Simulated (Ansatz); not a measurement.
## Defect calculation: Ce on the B site (Ce_B) in zinc-blende BN

Calculation: PBE, PAW (plane waves to 420 eV; Ansatz, an electronic-structure program). A 2×2×2 supercell of 64 sites was used; the energies come from a 2×2×2 shifted sampling of its zone. Site at the start: the B site. Energies of charged states are corrected for periodic images (point charge plus alignment at distant sites). Dielectric constants: PBE linear response of the host. Host gap at this level: 4.46 eV. A cell of this size leaves errors of a few tenths of an eV. Levels are measured in PBE's own, too narrow, gap. Spin–orbit coupling is left out, and no Hubbard U is applied to the open shells. Each state is the lowest found from its start.

Formation energies E_f are given with the Fermi level at the valence-band maximum. Chemical conditions: B-rich (Δμ(B) = 0.00 eV, Δμ(Ce) = -3.61 eV, bounded by CeB6 (Pm-3m); only phases computed here count, gases as isolated molecules at 0 K). Reference phases: B: alpha boron, Ce: fcc Ce.

```csv
charge,moment (μB),largest move off a lattice site (Å),image correction with alignment (eV),"E_f, B-rich (eV)"
+2*,fractional,0.55,–,–
+1†,not spin-polarised,0.42,1.35,–
0,1.0,0.46,0.00,17.30
−1†,2.0,0.47,-0.73,–
```

* At this level the carrier isn't localised at the defect: at charge +2 holes occupy the valence band. Such a state is shallow or no state of the defect, and this cell gives it no level.

† Not settled in this cell, so no level is given: charge +1: a large or scattered potential alignment; charge −1: carriers not clearly localised, a large or scattered potential alignment, level within 0.1 eV of a band edge or past it.

Starting moments that weren't kept: charge +2 began with 1 μB and ended with 0.5.

Flagged in the runs: a doubtful potential alignment.
